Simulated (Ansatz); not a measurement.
The reference is WSe2 in the 2H-MoS2 type structure (space group P6_3/mmc, No. 194; a = 3.2995 Å, c = 13.1475 Å; layered, stacked along the Cartesian z axis). Axes: x lies along a and z along c of the hexagonal cell.

Computed with r2SCAN+rVV10/PAW in Ansatz (a program for electronic structure), no spin-orbit coupling, earlier PAW set.

Base values:

The band gap is 1.12 eV, the valence-band top at Γ is 0.00, -1.06, -1.29 eV and the smallest direct gap is 1.61 eV.

Perturbation: uniaxial stress, 0.5 GPa tension along z; all other stress components relax to zero.

Estimate the effect on the band gap, valence-band top at Γ, smallest direct gap and strain response.

The band gap goes up by 0.06 eV (1.12 eV → 1.18 eV); the valence-band top at Γ (three highest levels, from the VBM) goes from 0.00, -1.06, -1.29 eV to 0.00, -1.02, -1.35 eV; the smallest direct gap goes up by 0.02 eV to 1.63 eV; the strain response (xx, yy, zz) is (−0.05, −0.05, +1.17) %.

Spin-orbit coupling, missing from the scalar runs, can matter with W. Stability under load was not tested beyond the relaxation.
